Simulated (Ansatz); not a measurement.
System: GaP (model structure, started from the BeO type, P4₂/mnm, No. 136, 8 atoms in the cell). Method: LDA in Ansatz (plane waves, PAW).

Settings: plane-wave cutoff 520 eV, 6×6×10 k mesh (along the axes of the cell as run), Fermi–Dirac smearing 0.01 eV, scalar-relativistic PAW data made under PBE.

Cell (relaxed at this level):

```cif
data_Ga4P4
_chemical_formula_sum 'Ga4 P4'
_space_group_name_H-M_alt 'P42/mnm'
_space_group_IT_number 136
_space_group_name_Hall '-P 4n 2n'
_cell_length_a 6.58526
_cell_length_b 6.58526
_cell_length_c 3.81447
_cell_angle_alpha 90.000
_cell_angle_beta 90.000
_cell_angle_gamma 90.000
loop_
_atom_site_label
_atom_site_type_symbol
_atom_site_symmetry_multiplicity
_atom_site_Wyckoff_symbol
_atom_site_fract_x
_atom_site_fract_y
_atom_site_fract_z
_atom_site_occupancy
Ga1 Ga 4 g 0.17620 0.17620 0.50000 1
P1 P 4 f 0.31740 0.31740 0.00000 1
```

**Question.** Estimate the band gap and bulk modulus B0 that the calculation returns.

**Answer.** 
band gap: 1.00 eV (on the SCF k mesh)
bulk modulus B0: 82.2 GPa

Note: the bulk modulus is −V dP/dV from two relaxed cells at ±2 % in volume; the relaxation could raise the start's symmetry but not lower it, so the cell can be a saddle point.

Spin–orbit coupling is not included.

Computed values are for the static lattice.

A model structure was made by putting elements into a prototype or built by hand; it is no filed structure, need not be a known phase, and can be a saddle point held by its symmetry.

Ansatz is an electronic-structure program.
